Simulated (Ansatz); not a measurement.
# Hypothetical CdI2 type SiO2: pressure series

The reference is SiO2 in the CdI2 type structure (space group P-3m1, No. 164; a = 2.686 Å, c = 4.602 Å; a hypothetical phase, not in the database extracts checked; layered, stacked along the Cartesian z axis).

Cell and atoms are relaxed at each pressure.

The values are results of PBE-D3(BJ) (Ansatz, a quantum-chemistry and plane-wave program), without spin-orbit coupling, earlier PAW set, not measurements.

Candidates:
(a) pressure 100 GPa
(b) pressure 7 GPa
(c) pressure −1 GPa

For the base:

| Quantity | Result |
|---|---|
| Smallest direct gap | 6.42 eV |

Question: Order them by smallest direct gap, lowest first.

Answer: (b) pressure 7 GPa (6.38 eV), (c) pressure −1 GPa (6.47 eV), (a) pressure 100 GPa (8.00 eV)

From pressure 100 GPa on, the axis ratios lie over 15 % from the base's, so the cell there is far from its starting form. Load acts through the strain it causes; cell and atoms are relaxed under it. Whether these cells are dynamically stable was not tested. Competing high-pressure phases were not computed.
